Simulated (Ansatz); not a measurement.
Take Ag in the hcp (Mg type) structure (space group P6_3/mmc, No. 194; a = 2.860 Å, c = 4.712 Å; relaxed with 0.1 eV smearing) as the base. Axes: x lies along a and z along c of the hexagonal cell.

Level of theory: PBEsol (Ansatz, a first-principles code; PAW; 420 eV plane waves; no SOC), earlier PAW set.

Strains are applied to the cell and any free atomic positions relax; under biaxial strain the out-of-plane vector relaxes too.

One change was made to it. Results:

| quantity | base | after |
|---|---|---|
| band gap | zero | zero |
| pressure (mean of the normal stresses, compression positive) | 0.0 GPa | 8.8 GPa |

Question: Which of these changes matches the shifts?
A) biaxial strain −4.38 %, plane normal [001], relaxed out of plane
B) isotropic strain −5.69 %
C) uniaxial strain ε_yy = −3.03 %
D) biaxial strain −3.85 %, plane normal [001], relaxed out of plane

Answer: A, biaxial strain −4.38 %, plane normal [001], relaxed out of plane. For comparison, the pressure in the other runs: isotropic strain −5.69 % gives 34.0 GPa; biaxial strain −3.85 %, plane normal [001], relaxed out of plane gives 7.4 GPa; uniaxial strain ε_yy = −3.03 % gives 4.1 GPa.

Whether these cells are dynamically stable was not tested. This is not the structure that Ag has at room temperature and ambient pressure.
